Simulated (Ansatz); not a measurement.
## Ge: pressure 15 GPa

Start from Ge in the diamond structure (space group Fd-3m, No. 227; a = 5.7617 Å).

One thing is altered: cell and atoms relaxed at a pressure of 15 GPa.

The values are results of PBE (Ansatz, a first-principles code, PAW, without spin-orbit coupling), not measurements. Γ-centred 14×14×14 mesh, Fermi–Dirac width 0.05 eV.

```csv
quantity,base,changed,shift
lattice parameter a,10.888 bohr,10.290 bohr,-0.598 bohr
shortest interatomic distance,4.715 bohr,4.456 bohr,-0.259 bohr
enthalpy H = E + PV relative to the base's energy,–,+2.04 eV/atom,–
band gap,zero,0.38 eV,–
gap character,absent,"indirect, Γ → Γ–X (80 % along)",–
electron mass,–,"0.93 mₑ along k, 0.18 mₑ across (off the special points)",–
"hole mass (degenerate bands, along [100])",–,"0.051, 0.20, 0.20 mₑ (at Γ)",–
"valley order (the lowest conduction-band minima on the path, energy above the VBM, named in the base's zone)",–,"a point along ⟨100⟩, about 0.9 Å⁻¹ from Γ 0.38 eV; L along ⟨111⟩ 0.55 eV; Γ 1.12 eV",–
```

Final structure:

```
Ge
1.0
    0.00000     2.72255     2.72255
    2.72255     0.00000     2.72255
    2.72255     2.72255     0.00000
Ge
2
Cartesian
  0.00000   0.00000   0.00000
  1.36128   1.36128   1.36128
```

Load acts through the strain it causes; cell and atoms are relaxed under it. Effective masses come from finite differences of ±0.01 Å⁻¹. Along k means along the line from Γ to the band edge. Stability against distortions was not tested. Measured, Ge leaves this structure (for the β-tin structure) near 10.6 GPa (room temperature; as listed in arXiv:1906.07825). The zero or small gap of Ge can change with the level of theory.
